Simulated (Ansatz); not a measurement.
The starting structures come from a database of crystals and need not be the phases stable at ambient conditions.

## Evanescent states of MgBr₂ (P-3m1, CdI2 type, not sure to be the ambient phase, 3 atoms a cell, 26.4 Å³ an atom) along the normal of (110)

Computed with r2SCAN (plane waves, PAW; Ansatz, a quantum-chemistry and plane-wave program).

No gap correction and no spin-orbit coupling; mid-gap values are interpolated between computed energies.

Energies count from the valence-band top; κ is the least over a 6×6 mesh across the current.

| E (eV) | κ (1/Å) | where |
|---|---|---|
| 0.12 | 0.146 | Γ |
| 0.36 | 0.192 | Γ |
| 0.60 | 0.224 | Γ |
| 0.84 | 0.248 | Γ |
| 1.08 | 0.266 | Γ |
| 1.32 | 0.280 | Γ |
| 1.56 | 0.290 | Γ |
| 1.80 | 0.298 | Γ |
| 2.04 | 0.303 | Γ |
| 2.28 | 0.305 | Γ |
| 2.52 | 0.306 | Γ |
| 2.76 | 0.304 | Γ |
| 3.00 | 0.300 | Γ |
| 3.24 | 0.293 | Γ |
| 3.48 | 0.284 | Γ |
| 3.72 | 0.273 | Γ |
| 3.96 | 0.258 | Γ |
| 4.20 | 0.239 | Γ |
| 4.44 | 0.216 | Γ |
| 4.68 | 0.185 | Γ |
| 4.92 | 0.141 | Γ |
| 5.16 | 0.063 | Γ |

Q: How thick must the barrier be to attenuate the transmission by 10^4 when the electrodes' Fermi level lies at 1.56 eV, and what attenuation does that film give at 3.48 eV?

A: d = 4 ln 10 / (2 × 0.290) = 15.9 Å. At 3.48 eV it gives 4 × 0.284/0.290 = 3.9 decades.
